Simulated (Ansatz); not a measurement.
ZnSe (I-4m2), r2SCAN with spin-orbit coupling, rigid bands (Ansatz, a first-principles code): Condition of this run: uniaxial stress zz = -2 GPa (compression positive) (the target of the relaxation). band gap 1.62 eV, N_c = 1.15e18 cm⁻³ and N_v = 8.72e18 cm⁻³ at 300 K, conductivity masses along x (a = (0.00, 2.80, 2.94) Å; b = (2.80, 0.00, 2.94) Å; c = (2.80, 2.80, 0.00) Å) of 0.130 mₑ (electrons) and 0.497 mₑ (holes). Take k_BT = 0.02585 eV.

### Question
What thermal injection velocity √(2k_BT/πm) limits a ballistic channel along the direction named?

### Answer
1.49e7 cm/s for electrons and 7.63e6 cm/s for holes, a ratio of √(m_h/m_e) = 1.96, for dilute carriers.

### Question
Find the intrinsic carrier density and the intrinsic Fermi level.

### Answer
n_i = √(N_c N_v) exp(−E_g/2k_BT) = 3.17e18 × exp(−31.33) = 7.8e4 cm⁻³. The level lies (k_BT/2) ln(N_v/N_c) = 26 meV from mid-gap (positive towards the conduction band). Each 0.1 eV added to the gap lowers n_i by a factor of 6.9.

Rigid, parabolic bands with the computed gap; masses take one relaxation time for all states.
